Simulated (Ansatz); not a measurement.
# A computed series for Ca3SbN: pressure series

Consider Ca$_{3}$SbN in the anti-perovskite structure (space group Pm-3m, No. 221; a = 4.803 Å; a cell from a computed database, its experimental status unchecked).

Cell and atoms are relaxed at each pressure.

Method: Kohn–Sham DFT with the PBEsol functional, run in Ansatz (a first-principles code) with PAW and 420 eV plane waves, no SOC.

Before the change:

```
Property   Result
--------  -------
Band gap  0.33 eV
```

Problem. The aim is a band gap between 0.15 eV and 0.23 eV. Which of these changes reaches it?
(A) pressure 1.5 GPa
(B) pressure 5 GPa
(C) pressure −2 GPa
(D) pressure −1 GPa
(E) pressure 0.3 GPa

Solution. B, pressure 5 GPa. It gives 0.20 eV; pressure −2 GPa gives 0.39 eV; pressure 0.3 GPa gives 0.32 eV; pressure 1.5 GPa gives 0.29 eV; pressure −1 GPa gives 0.36 eV. Changes not listed may reach it too

With Sb present, leaving out spin-orbit coupling can change the band edges. Load acts through the strain it causes; cell and atoms are relaxed under it. Whether these cells are dynamically stable was not tested. No other phases were tried under pressure. A zero or small gap of Ca3SbN under pressure 1.5 GPa and Ca3SbN under pressure 5 GPa can be the functional's error rather than a property of the material.
